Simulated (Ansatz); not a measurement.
The starting structures come from a database of crystals and need not be the phases stable at ambient conditions.

The decay constant κ of evanescent states in the gap governs leakage through a thin film.

```xyz
4
Lattice="4.0024 0.0000 0.0000 0.0000 6.5778 0.0000 2.0012 0.0000 3.4662" Properties=species:S:1:pos:R:3 pbc="T T T"
Al     2.0012     6.5733     1.1554
Al     4.0024     3.2844     2.3108
As     2.0012     4.1090     1.1554
As     4.0024     0.8201     2.3108
```

Space group of this cell: P6_3mc, wurtzite. The cell is taken as given; by LDA its mean pressure is -1.7 GPa.

Transport runs along the normal of the first two printed cell vectors, the (100) plane of the conventional cell.

No gap correction and no spin-orbit coupling; mid-gap values are interpolated between computed energies.

**Question.** Estimate the band gap and the smallest decay constant κ at mid-gap that LDA (Ansatz, a first-principles code) returns for this system.

**Answer.** Gap 1.63 eV on a 10×6×10 mesh; κ = 0.111 1/Å, at the zone centre.
